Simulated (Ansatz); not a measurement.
Data:

```
ZnCu2SnS4
1.0
   -2.65607     2.65607     5.31622
    2.65607    -2.65607     5.31622
    2.65607     2.65607    -5.31622
Cu Zn Sn S
2 1 1 4
Direct
  0.00000   0.00000   0.00000
  0.75000   0.25000   0.50000
  0.25000   0.75000   0.50000
  0.50000   0.50000   0.00000
  0.63902   0.63006   0.52951
  0.10055   0.10951   0.47049
  0.36994   0.89945   0.00896
  0.89049   0.36098   0.99104
```

No spin polarisation.

A single point on ZnCu2SnS4 with a change (pressure 3 GPa), its geometry relaxed with PBEsol.

Level of theory: r2SCAN (Ansatz, an electronic-structure program), no SOC, earlier PAW set. Settings: 9×9×9 k-points, 0.05 eV Fermi–Dirac smearing.

### Question
Predict the band gap, pressure and gap character.

### Answer
The band gap comes out as 0.56 eV and the pressure is 4.72 GPa. The gap character is direct at Γ.

Single points use the geometry relaxed with PBEsol. Load acts through the strain it causes; cell and atoms are relaxed under it. No phonon test of stability was made. The final runs are not spin-polarised. The cell was made from ZnCu2SnS4 (space group I-4, No. 82) by this change: pressure 3 GPa.
